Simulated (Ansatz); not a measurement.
System: BaO (within 0.1 Å of P6₃/mmc, No. 194, 4 atoms in the cell; start mp-1178514; a measured phase of this formula has another space group). Method: LDA (Ansatz, a quantum-chemistry and plane-wave program, plane waves, PAW).

Settings: plane-wave cutoff 520 eV, 12×12×6 k mesh (along the axes of the cell as run), Fermi–Dirac smearing 0.01 eV, scalar-relativistic PAW data made under PBE.

Cell (relaxed at this level):

```
BaO
1.0
    4.44843     0.00000     0.00000
   -2.22421     3.85245     0.00000
    0.00000     0.00000     5.45893
Ba O
2 2
Direct
  0.66667   0.33333   0.43757
  0.33333   0.66667   0.93757
  0.66667   0.33333   0.93743
  0.33333   0.66667   0.43743
```

Task: Give the computed band gap and bulk modulus.

Result: 
band gap: 2.01 eV (on the SCF k mesh)
bulk modulus: 68.6 GPa

Note: the bulk modulus is −V dP/dV from two relaxed cells at ±2 % in volume.

Spin–orbit coupling is not included.

Computed values are for the static lattice.

Cost on a shared machine: roughly 120 core-seconds.

A start named mp-… is a Materials Project structure, which need not be a measured phase.
